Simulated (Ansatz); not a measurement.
Start from InS (space group Pnnm, No. 58; a = 4.3797 Å, b = 10.6792 Å, c = 3.9499 Å).

Levels (all Ansatz, a program for electronic structure, PAW): PBEsol (420 eV, without spin-orbit coupling); HSE06 (420 eV, no spin-orbit coupling).

The geometry is relaxed with PBEsol.

- PBEsol lowest conduction level above the VBM at special points = R 1.09 eV; Γ 1.18 eV; Y 1.21 eV

Task: Predict the lowest conduction level above the VBM at special points from HSE06.

Result: The lowest conduction level above the VBM at special points becomes R 1.92 eV; Γ 1.97 eV; Y 1.96 eV (PBEsol: R 1.09 eV; Γ 1.18 eV; Y 1.21 eV).

Single points use the geometry relaxed with PBEsol. The hybrid gap comes from the SCF mesh plus the semilocal run's edge points and a few special points and is an upper bound. The levels and masses belong to the bands next to the band gap. Stability against distortions was not tested.
